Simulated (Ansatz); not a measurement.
Start from TiAl (space group P4/mmm, No. 123; a = 2.813 Å, c = 4.058 Å). Axes: x, y, z lie along a, b, c of the conventional cell.

Calculations: r2SCAN (Ansatz, a program for electronic structure), no spin-orbit coupling.

It is then changed as follows: an isotropic linear strain of +1.07 %, atoms relaxed at fixed cell.

Problem. Predict the stress tensor and what it implies for the stiffness.

Solution. Stress of the strained cell less that of the base (GPa, compression positive):
```
   -3.6     0.0     0.0
    0.0    -3.6     0.0
    0.0     0.0    -3.6
```

Then B = −ΔP/(ΔV/V₀) with ΔV/V₀ = 0.0324 gives secant stiffness values (nonlinear terms included at this strain): B (at held cell shape, above the free-shape value) ≈ 112 GPa.

As a check, the harmonic strain energy −½ V₀ Δσ:ε is 5.8 meV/atom; the computed energy rise is 6.0 meV/atom.

Stability against distortions was not tested. All final runs are without spin polarisation.
